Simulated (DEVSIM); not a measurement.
System: Co/SiON/SiO2/p-Si capacitor, at 300 K.

Layer 1 from the left is SiON, thickness (nm) 3.20. Layer 2 from the left is SiO2, thickness (nm) 0.650. Layer 3 from the left is Si, thickness (nm) 5200, Na (cm⁻³) 1.2e16.

Metal gate on the left, work function 5 eV. Fixed charge at the semiconductor interface -9e11 cm⁻² (in units of +e); no interface traps.

The device is made up for the run: typed textbook-type constants, with dimensions and the other settings drawn at random. Values at 300 K.

SiON: gap (eV) 7, affinity (eV) 1.4, permittivity 5.5. SiO2: gap (eV) 9, affinity (eV) 0.9, permittivity 3.9. Si: gap (eV) 1.124, affinity (eV) 4.05, permittivity 11.7, Nc (cm⁻³) 2.86e19, Nv (cm⁻³) 3.1e19.

Task: Estimate by hand the flat-band voltage, the threshold voltage, and compare with a numerical solution.

Result: 
- Flat-band voltage: C = 1.18 μF/cm², work-function difference 0.029 V; VFB = φms − qNf/C = 0.15 V; numerical 0.15 V.
- Threshold voltage: φF = 0.360 V, depletion charge √(4εqNφF) = 5.35e-8 C/cm²; VT = VFB + 2φF + Qd/C = 0.92 V; numerical 0.92 V.

Model (solved in DEVSIM): 1D Poisson equation in equilibrium, Boltzmann statistics, complete ionisation; no quantum confinement or tunnelling. Metal contacts follow the ideal Schottky-Mott rule: no Fermi-level pinning, no interface dipoles.
